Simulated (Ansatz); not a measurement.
## WGe$_{2}$ (space group Fm-3m, No. 225; a hypothetical phase, not in the database extracts checked)

```
CELL_PARAMETERS angstrom
      0.00000     3.03899     3.03899
      3.03899     0.00000     3.03899
      3.03899     3.03899     0.00000
ATOMIC_POSITIONS crystal
  W  0.00000 0.00000 0.00000
  Ge 0.25000 0.25000 0.25000
  Ge 0.75000 0.75000 0.75000
```

Method: Ansatz (an electronic-structure program) r2SCAN, scalar-relativistic without spin-orbit coupling, earlier PAW set. k-mesh 13×13×13 (Γ-centred); smearing 0.05 eV (Fermi–Dirac).

| Property | Value |
|---|---|
| Volume per atom | 18.71 Å³ |
| Density | 9.74 g/cm³ |
| Band gap | zero |
| Total energy | -6333.896 eV/atom (σ→0; compares only within this code and set-up) |

No phonon test of stability was made. All final runs are without spin polarisation. WGe2 has a high density of states at the Fermi level and may be magnetic at this level.
